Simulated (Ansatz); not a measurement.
The parent structure is GaSb in the zinc blende structure (space group F-43m, No. 216; a = 6.1324 Å). Axes: x, y, z lie along the cube axes.

Calculations: r2SCAN in Ansatz (plane waves to 500 eV, PAW, scalar-relativistic without spin-orbit coupling).

Before the change:

Valence-band top at Γ: 0.00, 0.00, 0.00 eV
Band gap: 0.41 eV
Shortest interatomic distance: 2.655 Å

Perturbation: the cell is compressed by 0.30 % along z with no lateral relaxation, atoms relaxed at fixed cell.

Q: What happens to the valence-band top at Γ, band gap and shortest interatomic distance?

A: The valence-band top at Γ (three highest levels, from the VBM) changes from 0.00, 0.00, 0.00 eV to 0.00, -0.02, -0.02 eV; the band gap increases by 0.01 eV to 0.42 eV; the shortest interatomic distance falls by 0.0027 Å to 2.653 Å.

With Sb present, leaving out spin-orbit coupling can change the band edges. The cells carry an imposed strain or load. Stability against distortions was not tested.

Ansatz is a program for electronic structure.
